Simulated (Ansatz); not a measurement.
We consider stishovite (SiO2), described by HSE06 (plane waves, PAW; Ansatz, a first-principles code).

Numerical settings: plane-wave cutoff 520 eV, 6×6×8 k mesh (along the axes of the cell as run), scalar-relativistic PAW data made under PBE.

Cell (measured lattice):

```cif
data_O4Si2
_chemical_formula_sum 'Si2 O4'
_space_group_name_H-M_alt 'P42/mnm'
_space_group_IT_number 136
_space_group_name_Hall '-P 4n 2n'
_cell_length_a 4.17900
_cell_length_b 4.17900
_cell_length_c 2.66490
_cell_angle_alpha 90.000
_cell_angle_beta 90.000
_cell_angle_gamma 90.000
loop_
_atom_site_label
_atom_site_type_symbol
_atom_site_symmetry_multiplicity
_atom_site_Wyckoff_symbol
_atom_site_fract_x
_atom_site_fract_y
_atom_site_fract_z
_atom_site_occupancy
Si1 Si 2 a 0.00000 0.00000 0.00000 1
O1 O 4 f 0.30625 0.30625 0.00000 1
```

What does this level give for the Poisson ratio, elastic constant C33, elastic constant C12, elastic constant C13, elastic constant C11, elastic constant C44 and elastic constant C66?


- Poisson ratio = 0.207
- elastic constant C33 = 775 GPa
- elastic constant C12 = 201 GPa
- elastic constant C13 = 199 GPa
- elastic constant C11 = 456 GPa
- elastic constant C44 = 257 GPa
- elastic constant C66 = 323 GPa

Measured, for comparison: elastic constant C33 769 GPa, elastic constant C12 201 GPa, elastic constant C13 190 GPa, elastic constant C11 462 GPa, elastic constant C44 258 GPa (temperature not stated, no zero-point or thermal correction; as tabulated in Lakshtanov, Sinogeikin, Hellwig, Katsura, Bass et al., AGU Fall Meeting 2007 …); elastic constant C66 299 GPa (temperature not stated, no zero-point or thermal correction, our sources range from 299 to 321; as tabulated in Lakshtanov, Sinogeikin, Hellwig, Katsura, Bass et al., AGU Fall Meeting 2007 …). Computed (rounded) less measured: elastic constant C33 +0.8 %, elastic constant C12 0.0 %, elastic constant C13 +5 %, elastic constant C11 -1 %, elastic constant C44 -0.4 %, elastic constant C66 +8 % (+0.6 % to +8 % over the range). A static lattice is as a rule a little smaller and stiffer than an uncorrected measurement, which narrows the difference in the elastic constant C13, elastic constant C66 and would widen misses of the other sign.

Note: the cell isn't this level's own, so it is under some stress, which shifts stiffness and frequencies.

Elastic constants are with the ions relaxed.

The computed numbers hold no vibrational or temperature effects.

It cost roughly 2.1 core-hours of CPU time.
